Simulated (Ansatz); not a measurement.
An Ansatz (a quantum-chemistry and plane-wave program) input (Ansatz, PBEsol, PAW, cutoff 420 eV, spin-orbit coupling left out):

Ansatz 0.2 input:
```yaml
crystal:
  lattice:
    - [4.0346973209, 0, 0]
    - [2.0173486605, 3.4941503765, 0]
    - [2.0173486605, -1.1647167922, 3.2536399423]
  atoms:
    - { symbol: Ga, position: [0, 0, 0] }
    - { symbol: As, position: [0.5, 0.25, 0.75] }
basis: { ecutwfc: 420, ecutrho_ratio: 4, xc_grid: 2, fft_grid_basis: typed }
kpoints: { mp_grid: { grid: [10, 10, 10] } }
hamiltonian:
  xc: pbesol
  dispersion: none
  pseudopotentials: { kind: paw }
scf: { occupations: { method: fermi_dirac, width: 0.05 } }
relax: { f_tol: 0.005, max_steps: 50, cell: { stress_tol: 0.01, fix: [a, b, gamma] } }
output: { forces: true, stress: true }
checkpoint: { write: state.ck, write_every: 1000 }
```

Task: Which symmetry and how many k-points will the program report, and about how many plane waves at Γ?

Result: Space group R3m (ITA 160) with 6 operations, k-points 116 of 1000, and 893 plane waves at Γ.

Task: And the final pressure?

Result: -0.85 GPa (compression positive).

The cells carry an imposed strain or load. Stability against distortions was not tested. The cell was made from GaAs in the zinc blende structure (space group F-43m, No. 216) by this change: biaxial strain +0.83 %, plane normal [111], relaxed out of plane.
